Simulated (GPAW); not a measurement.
# GPAW run on CdPd3 (I4/mmm, 4 atoms in the cell): self-consistent single point

Method of the run: PBEsol, GPAW PAW datasets PBEsol (made by gpaw-setup) (plane waves; GPAW).

The input file:

```python
from ase import Atoms
from ase.units import GPa
from gpaw import GPAW, PW, FermiDirac

atoms = Atoms(['Cd', 'Pd', 'Pd', 'Pd'],
              cell=[[-1.955190, 1.955190, 3.881556],
                    [1.955190, -1.955190, 3.881556],
                    [1.955190, 1.955190, -3.881556]],
              scaled_positions=[[0.000000, 0.000000, 0.000000],
                                [0.750000, 0.250000, 0.500000],
                                [0.250000, 0.750000, 0.500000],
                                [0.500000, 0.500000, 0.000000]],
              pbc=True)

calc = GPAW(mode=PW(550),
            xc='PBEsol',
            kpts={'size': (8, 8, 8), 'gamma': True},
            occupations=FermiDirac(0.1),
            nbands=-10,
            convergence={'forces': 0.001},
            symmetry={'symmorphic': False, 'tolerance': 0.0005},
            maxiter=150)

atoms.calc = calc

energy = atoms.get_potential_energy()
print('Energy (eV):', round(energy, 6))
forces = atoms.get_forces()
print('Forces (eV/Ang):')
print(forces.round(5))
stress = atoms.get_stress()
print('Stress (GPa, Voigt):', (stress / GPa).round(4))
```

Output (repeated stretches shortened):

```
Input parameters:
  convergence: {forces: 0.001}
  kpts: {gamma: True,
         size: (8, 8, 8)}
  maxiter: 150
  mode: {ecut: 550.0,
         name: pw}
  nbands: -10
  occupations: {fixmagmom: False,
                name: fermi-dirac,
                width: 0.1}
  symmetry: {symmorphic: False,
             tolerance: 0.0005}
  xc: PBEsol

species:
  Cd:
    name: Cadmium
    Z: 48.0
    valence: 12
    core: 36
    charge: 0.0
    file: Cd.PBEsol.gz

    # Using partial waves for Cd as LCAO basis

  Pd:
    name: Palladium
    Z: 46.0
    valence: 16
    core: 30
    charge: 0.0
    file: Pd.PBEsol.gz

    # Using partial waves for Pd as LCAO basis

Reference energy: -563584.110906  # eV

Spin-paired calculation

Convergence criteria:
 Maximum [total energy] change in last 3 cyles: 0.0005 eV / valence electron
 Maximum integral of absolute [dens]ity change: 0.0001 electrons / valence electron
 Maximum integral of absolute [eigenst]ate change: 4e-08 eV^2 / valence electron
 Maximum change in the atomic [forces] across last 2 cycles: 0.001 eV/Ang OR
Maximum error relative to the maximum force is below inf
 Maximum number of scf [iter]ations: 150

Symmetries present (total): 16
Symmetries with fractional translations: 0
512 k-points: 8 x 8 x 8 Monkhorst-Pack grid + [1/16,1/16,1/16]
59 k-points in the irreducible part of the Brillouin zone
       k-points in crystal coordinates                weights
   0:     0.00000000    0.00000000    0.00000000          1/512
   1:     0.12500000   -0.12500000    0.00000000          4/512
   2:     0.12500000   -0.12500000    0.12500000          4/512
   [... 7 lines left out ...]
          ...
  58:     0.50000000    0.50000000    0.50000000          1/512

Wave functions: Plane wave expansion
  Cutoff energy: 550.000 eV
  Number of coefficients (min, max): 1718, 1772
  Pulay-stress correction: 0.000000 eV/Ang^3 (de/decut=0.000000)

Occupation numbers: Fermi-Dirac:
  width: 0.1000  # eV

Eigensolver

Densities:
  Coarse grid: 27*27*27 grid
  Fine grid: 54*54*54 grid
  Total Charge: 0.000000

Density mixing:
  Method: separate
  Backend: pulay
  Linear mixing parameter: 0.05
  old densities: 5
  Damping of long wavelength oscillations: 50

Hamiltonian:
  XC and Coulomb potentials evaluated on a 54*54*54 grid
  External potential:
    NoExternalPotential

XC parameters: PBEsol with 2 nearest neighbor stencil

Number of atoms: 4
Number of atomic orbitals: 45
Number of bands in calculation: 40
Number of valence electrons: 60
Bands to converge: occupied

Density initialized from atomic densities
  40 bands from LCAO basis set

Atomic positions and initial magnetic moments

Positions:
   0 Cd     0.000000    0.000000    0.000000    ( 0.0000,  0.0000,  0.0000)
   1 Pd     0.000000    1.955190    1.940778    ( 0.0000,  0.0000,  0.0000)
   2 Pd     1.955190    0.000000    1.940778    ( 0.0000,  0.0000,  0.0000)
   3 Pd     0.000000    0.000000    3.881556    ( 0.0000,  0.0000,  0.0000)

Unit cell:
           periodic     x           y           z      points  spacing
  1. axis:    yes   -1.955190    1.955190    3.881556    27     0.1293
  2. axis:    yes    1.955190   -1.955190    3.881556    27     0.1293
  3. axis:    yes    1.955190    1.955190   -3.881556    27     0.1024

  Lengths:   4.765712   4.765712   4.765712
  Angles:  131.557428 131.557428  70.928926

Effective grid spacing dv^(1/3) = 0.1445

     iter     time        total  log10-change:
                         energy   eigst   dens  force
iter:   1 --:--:--   -19.656952
iter:   2 --:--:--   -18.741458   -1.51  -1.25
iter:   3 --:--:--   -17.117106   -0.46  -1.30
iter:   4 --:--:--   -16.324762   -1.66  -1.81
iter:   5 --:--:--   -16.290815   -1.89  -1.80
iter:   6 --:--:--   -16.272453   -2.53  -2.28
iter:   7 --:--:--   -16.218866   -3.20  -2.34
iter:   8 --:--:--   -16.198687   -3.18  -2.68
iter:   9 --:--:--   -16.194081c  -3.58  -2.79
iter:  10 --:--:--   -16.194115c  -5.00  -3.49
iter:  11 --:--:--   -16.193724c  -4.37  -3.51
iter:  12 --:--:--   -16.193534c  -5.27  -3.54
iter:  13 --:--:--   -16.193498c  -5.41  -3.81
iter:  14 --:--:--   -16.193469c  -6.13  -3.85
iter:  15 --:--:--   -16.193501c  -6.03  -4.03c
iter:  16 --:--:--   -16.193505c  -6.31  -4.41c
iter:  17 --:--:--   -16.193520c  -6.90  -4.46c
iter:  18 --:--:--   -16.193539c  -6.91  -4.56c
iter:  19 --:--:--   -16.193544c  -7.88c -4.66c
iter:  20 --:--:--   -16.193544c  -8.04c -4.67c -16.90c

Converged after 20 iterations.

Dipole moment: (0.000000, -0.000000, 0.000000) |e|*Ang

Energy contributions relative to reference atoms: (reference = -563584.110906)

Kinetic:         +8.489743
Potential:      -17.495927
External:        +0.000000
XC:              -6.724362
Entropy (-ST):   -0.103403
Local:           -0.411296
SIC:             +0.000000
--------------------------
Free energy:    -16.245245
Extrapolated:   -16.193544

Showing only first 2 kpts
 Kpt  Band  Eigenvalues  Occupancy
  0    28      9.35712    1.98947
  0    29     10.15191    0.12523
  0    30     12.12895    0.00000
  0    31     17.14482    0.00000

  1    28      9.12630    1.99895
  1    29      9.88398    0.98663
  1    30     13.38343    0.00000
  1    31     15.55731    0.00000

Fermi level: 9.88130

No gap
No difference between direct/indirect transitions
Energy (eV): -16.193544

Forces in eV/Ang:
  0 Cd   -0.00000   -0.00000    0.00000
  1 Pd    0.00000    0.00000    0.00000
  2 Pd   -0.00000    0.00000    0.00000
  3 Pd   -0.00000   -0.00000    0.00000

Stress tensor:
    -0.047797    -0.000000    -0.000000
    -0.000000    -0.047797    -0.000000
    -0.000000    -0.000000    -0.049646
Stress (GPa, Voigt): [-7.658  -7.658  -7.9541 -0.     -0.     -0.    ]
```

The run converged in 20 iterations. GPAW prints stress with tension positive.

The starting cell comes from a database of computed structures (which also holds hypothetical and non-ambient phases and stackings), without a prior relaxation at this level. Its lattice was rescaled by a random factor within 2.5 % of one. Spin polarisation is off. With a pressure of about 8 GPa the cell is away from its equilibrium volume at this level.

Cost on one core of a shared machine: roughly 4 min.
